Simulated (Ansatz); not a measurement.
Structure of amorphous Zr₂₀O₄₂Ti (periodic cell):

```xyz
63
Lattice="9.3845 0.0311 0.1758 0.0311 9.3590 0.0371 0.1758 0.0371 9.1195" Properties=species:S:1:pos:R:3 pbc="T T T"
Zr     4.7014     1.9276     8.2121
Zr     8.7714     7.1479     8.4089
Zr     0.5425     9.2640     2.1940
Zr     1.2570     3.0273     0.4479
Zr     7.3519     4.0955     8.4331
Zr     5.3500     8.6470     5.9827
Zr     3.5561     5.2851     7.2856
Zr     1.2773     7.7637     5.1555
Zr     2.8239     4.5726     3.8733
Zr     8.4660     3.8314     2.8700
Zr     1.6365     6.1762     1.1845
Zr     2.2787     9.0039     8.3318
Zr     5.9819     5.4344     5.0319
Zr     3.8252     7.7893     3.0873
Zr     7.4357     7.5221     2.8735
Zr     5.4996     7.3297     9.0309
Zr     5.6339     1.8195     2.6581
Zr     7.6729     1.0547     0.2103
Zr     3.0858     1.3062     4.7856
Zr     0.5859     3.9973     6.1414
O      4.9640     3.8995     8.2507
O      0.3655     0.1602     9.0905
O      0.3591     2.0188     2.0465
O      4.5174     1.3377     6.2222
O      2.0478     4.0529     7.8288
O      9.0633     2.2342     5.8634
O      9.1193     8.1827     3.9181
O      4.3239     4.4482     5.5956
O      6.9597     0.3882     5.6265
O      7.0480     2.9939     1.2974
O      1.5318     7.0480     8.3544
O      7.3156     5.4737     3.3141
O      2.2115     3.0068     5.2404
O      6.7898     2.0372     7.7451
O      5.5290     7.7171     1.8815
O      6.3519     7.4366     4.6117
O      9.1648     7.6939     6.5706
O      7.2276     8.5889     8.5528
O      1.9629     0.0305     3.6435
O      3.5790     7.9493     5.1314
O      7.0963     4.1555     6.2510
O      8.9154     5.2302     7.6426
O      7.0239     5.9902     9.1709
O      4.7821     0.2616     3.7045
O      5.3744     6.5979     6.8693
O      0.4156     4.4049     4.0918
O      3.9643     2.7180     3.3287
O      9.1019     7.3171     1.5072
O      7.6263     0.2412     2.1481
O      2.7812     1.5920     8.9533
O      1.9066     0.0428     6.3572
O      2.0023     5.7434     5.7549
O      6.9369     2.7456     3.9647
O      9.0728     2.7735     8.6109
O      4.4439     5.8181     3.5050
O      2.3902     4.2901     1.7410
O      5.3596     1.1378     0.7747
O      2.0265     6.5583     3.2002
O      3.7931     6.2379     9.2054
O      2.3965     8.3163     1.3694
O      4.4044     8.8420     7.9932
O      9.4001     4.7235     1.2844
Ti     7.3227     2.1295     5.7862
```

Level of theory: PBE, scalar-relativistic without spin-orbit coupling (plane waves to 420 eV, PAW; Ansatz, a program for electronic structure).

It comes from a melt-quench run on a machine-learned potential (CHGNet), relaxed afterwards by DFT. O atoms were pushed apart under 1.9 Å during the dynamics, to hinder bonds among them. The hot cell started wider than the set density and was brought back towards it in steps. It is the lowest in DFT energy of 2 quenches. It is a model cell: composition and starting density were chosen by hand, and all elements were melted together. No dispersion term was used. Its density started from a set value of 5.21 and ended at 5.28 g/cm³. Cooling (nominally 380 K/ps over its main leg) ran many orders faster than in experiment, which tends to leave more defects and strain. One small periodic cell is one sample of the glass; other quenches scatter about these values. Volume and shape were free in the relaxation. On a 2×2×2 Γ-centred mesh force components of up to 0.17 eV/Å stay, since the relaxation ran on the zone centre alone.

Bonds are counted up to Zr-Zr 3.41 Å, Zr-O 2.62 Å, Zr-Ti 3.27 Å, O-O 1.58 Å, O-Ti 2.49 Å, Ti-Ti 3.12 Å. Two cations that share two anions don't count as bonded, nor two that share one unless they lie closer than Zr-Zr 3.32 Å, Zr-Ti 3.18 Å, Ti-Ti 3.04 Å.

Give the coordination numbers, mean bond lengths and angles.


| Property | Result |
|---|---|
| Mean coordination of Zr by anions | 6.45 (12 with 6, 7 with 7, 1 with 8) |
| Mean coordination of O | 3.19 (3 with 2, 28 with 3, 11 with 4) |
| Mean coordination of Ti by anions | 5.00 (1 with 5) |
| Mean Zr-O bond | 2.167 Å (spread 0.121 Å, 129 counted) |
| Mean O-Ti bond | 1.923 Å (spread 0.136 Å, 5 counted) |
| Bond angle at Zr | mean 102.2°, spread 29.8° |
| Bond angle at O | mean 113.2°, spread 17.4° |
| Bond angle at Ti | mean 106.4°, spread 25.7° |

List the pairs of like atoms that count as bonded by the rules above.

There are none by these rules.
